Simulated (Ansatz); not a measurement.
Several settings converged on HgPt₃ (Cmmm, 4 atoms in the cell)

```
CELL_PARAMETERS angstrom
      2.90564    -3.96068     0.00000
      2.90564     3.96068     0.00000
      0.00000     0.00000     2.89696
ATOMIC_POSITIONS crystal
  Hg 0.00000 0.00000 0.00000
  Pt 0.50000 0.50000 0.00000
  Pt 0.00000 0.50000 0.50000
  Pt 0.50000 0.00000 0.50000
```

Base method: LDA (PW92), default PAW files made with PBE (plane waves; Ansatz, an electronic-structure program).

Base settings: basis.ecutwfc = 420 eV; kpoints.mp_grid.grid = 7 7 11; hamiltonian.xc = lda; hamiltonian.pseudopotentials = {kind: paw} (the program's default PAW files); scf.occupations.method = fermi_dirac; scf.occupations.width = 0.1 eV.

Core times come from one kind of shared machine, to one figure; runs under 30 s give none.

**Zone-centre phonons against the cutoff**

In this ladder: phonons.method = dfpt.

The mesh stays at the base's, so the ladder's end is converged at best in this setting alone.

Frequencies are those of the unrelaxed cell, without the LO-TO term of polar crystals.

Only quantities that move along the ladder and can be compared are tabulated.

| basis.ecutwfc | highest zone-centre frequency (cm⁻¹) | lowest optical frequency (cm⁻¹) | core time / last (rough) |
|---|---|---|---|
| 210 eV | 96.0 | 18.2 | 0.3 |
| 295 eV | 166.1 | 55.7 | 0.6 |
| 420 eV | 162.4 | 55.5 | 0.8 |
| 505 eV | 162.3 | 55.5 | 1 |

Coarsest basis.ecutwfc that holds the highest zone-centre frequency within 10 cm⁻¹ of the last step, with all finer ones: 295 eV; the step before is off by 66 cm⁻¹.

Coarsest basis.ecutwfc that holds the lowest optical frequency within 5 cm⁻¹ of the last step, with all finer ones: 295 eV; the step before is off by 37 cm⁻¹.

**The force threshold of a relaxation**

On HgPt₃ (Cmm2, 4 atoms in the cell): one atom moved by 0.15 angstrom.

In this ladder: relax = atoms.

The mesh stays at the base's, so the ladder's end is converged at best in this setting alone.

Only quantities that move along the ladder and can be compared are tabulated.

```tsv
relax.f_tol	free energy less the last step's (meV/atom)	largest force left (eV/Å)	relaxation steps	core time / last (rough)
0.2 eV/Å	0.50	0.0989	2	0.4
0.05 eV/Å	0.00	0.0015	3	0.6
0.02 eV/Å	0.00	0.0015	4	0.8
0.001 eV/Å	0.00	0.0000	5	1
```

Coarsest relax.f_tol that holds the free energy within 0.1 meV/atom of the last step, with all finer ones: 0.05 eV/Å; the step before is off by 0.50 meV/atom.

Coarsest relax.f_tol that holds the largest force left within 0.02 eV/Å of the last step, with all finer ones: 0.05 eV/Å; the step before is off by 0.099 eV/Å.

On the base run: the starting cell comes from a database of computed structures (which also holds hypothetical and non-ambient phases and stackings), without a prior relaxation at this level. Its lattice was rescaled by up to half a per cent. Spin polarisation is off. In the base run, with a pressure of about -13 GPa the cell is away from its equilibrium volume at this level.

Keys are those of Ansatz 0.2.
